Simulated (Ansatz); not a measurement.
The structure below was relaxed with DFT with PBE, PAW potentials and a 420 eV plane-wave cutoff in Ansatz (a program for electronic structure), scalar-relativistic without spin-orbit coupling, earlier PAW set, at pressure 30 GPa.

Space group Fm-3m (No. 225); a = b = c = 3.779 Å, α = β = γ = 90.00°

```
atom  site  symmetry       x       y       z
----  ----  --------  ------  ------  ------
Ir      4a      m-3m  0.0000  0.0000  0.0000
```

Problem. Write out a cell with all atoms.

Solution. 
```
Ir
1.0
    3.77893     0.00000     0.00000
    0.00000     3.77893     0.00000
    0.00000     0.00000     3.77893
Ir
4
Direct
  0.00000   0.00000   0.00000
  0.00000   0.50000   0.50000
  0.50000   0.00000   0.50000
  0.50000   0.50000   0.00000
```
This is the conventional cell.

Load acts through the strain it causes; cell and atoms are relaxed under it. Whether these cells are dynamically stable was not tested. No other phases were tried under pressure. All final runs are without spin polarisation. The cell was made from Ir in the fcc (Cu type) structure (space group Fm-3m, No. 225) by this change: pressure 30 GPa.
